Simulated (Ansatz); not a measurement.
How the equilibrium volume per atom of AlAs (model structure, within 0.1 Å of Fm-3m, No. 225, 4 atoms in the cell) moves with the method

No measured value is used here.

Put these levels in order of the equilibrium volume per atom that they give for AlAs (model structure, within 0.1 Å of Fm-3m, No. 225, 4 atoms in the cell), smallest first: PBE (Ansatz, a first-principles code), PBE-D3(BJ) (Ansatz), PBEsol (Ansatz).

PBE-D3(BJ) (17.89 Å³/atom), PBEsol (18.06 Å³/atom), PBE (18.63 Å³/atom)

Ansatz's density-functional and Hartree–Fock values are scalar-relativistic unless marked +SOC, with PAW data made under PBE.

A model structure was made by putting elements into a prototype or built by hand; it is no filed structure, need not be a known phase, and can be a saddle point held by its symmetry.
